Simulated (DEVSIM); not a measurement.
Structure: Schottky contact on n-type Si, at 300 K.

| layer (left to right) | material | thickness (μm) | Nd (cm⁻³) | τn (s) | τp (s) |
|---|---|---|---|---|---|
| 1 | Si | 7.40 | 2.4e17 | 0.00061 | 0.00061 |
| 2 | Si | 10.0 | 1.2e18 | 0.00061 | 0.00061 |

Left contact: Schottky, work function 4.58 eV, emission velocity 7.5e6 cm/s. Right contact: ohmic. Voltage is applied to the left contact. Recombination: SRH at mid-gap, radiative. Mobility is μmin + (μ − μmin)/(1 + (N/Nref)^α).

This is a model device: material constants are rounded textbook-type values typed into the input, and sizes, dopings and lifetimes were drawn at random. Values at 300 K.

| parameter | Si |
|---|---|
| gap (eV) | 1.124 |
| affinity (eV) | 4.05 |
| permittivity | 11.7 |
| Nc (cm⁻³) | 2.86e19 |
| Nv (cm⁻³) | 3.1e19 |
| μn (cm²/Vs) | 1417 |
| μp (cm²/Vs) | 470 |
| μn,min | 52 |
| μp,min | 45 |
| Nref,n | 9.7e16 |
| Nref,p | 2.2e17 |
| αn | 0.68 |
| αp | 0.72 |
| B (cm³/s) | 4.7e-15 |

Simulated with DEVSIM: 1D drift-diffusion, Boltzmann statistics, complete ionisation; no tunnelling, impact ionisation, image-force lowering or self-heating. Metal contacts follow the ideal Schottky-Mott rule: no Fermi-level pinning, no interface dipoles.

The thickness of layer 2 was swept, all else fixed.

| thickness of layer 2 (μm) | dark forward voltage at 100 A/cm² (V) |
|---|---|
| 2 | 0.209 |
| 3.5 | 0.209 |
| 6 | 0.210 |
| 10 | 0.211 |
| 17 | 0.212 |
| 30 | 0.215 |
| 50 | 0.220 |

From the first row to the last the dark forward voltage at 100 A/cm² goes from 0.209 to 0.220.
